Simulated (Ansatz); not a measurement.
**SiC, response to strain**

Base system: SiC in the wurtzite structure (space group P6_3mc, No. 186; a = 3.0759 Å, c = 5.0477 Å). Axes: x lies along a and z along c of the hexagonal cell.

Strains are applied to the cell and any free atomic positions relax; under biaxial strain the out-of-plane vector relaxes too.

Levels (all Ansatz, a quantum-chemistry and plane-wave program, PAW): PBEsol (420 eV, no SOC); r2SCAN (500 eV, no spin-orbit coupling); HSE06 (420 eV, no spin-orbit coupling).

Band gaps by level, all at the geometries relaxed with PBEsol:

| case | PBEsol | r2SCAN | HSE06 |
|---|---|---|---|
| base | 2.12 eV | 2.65 eV | 3.16 eV |
| biaxial strain −4.09 %, plane normal [001], relaxed out of plane | 1.50 eV | 2.03 eV | 2.55 eV |
| biaxial strain −2.58 %, plane normal [001], relaxed out of plane | 1.76 eV | 2.29 eV | 2.80 eV |
| isotropic strain +1.12 % | 2.18 eV | 2.70 eV | 3.21 eV |
| tensor shear ε_yz = +3.48 % | 1.93 eV | 2.44 eV | 2.95 eV |

Single points use the geometry relaxed with PBEsol. HSE06 was sampled on its mesh, a few special points and the semilocal edge points, so its gap is an upper bound. Stability against distortions was not tested.
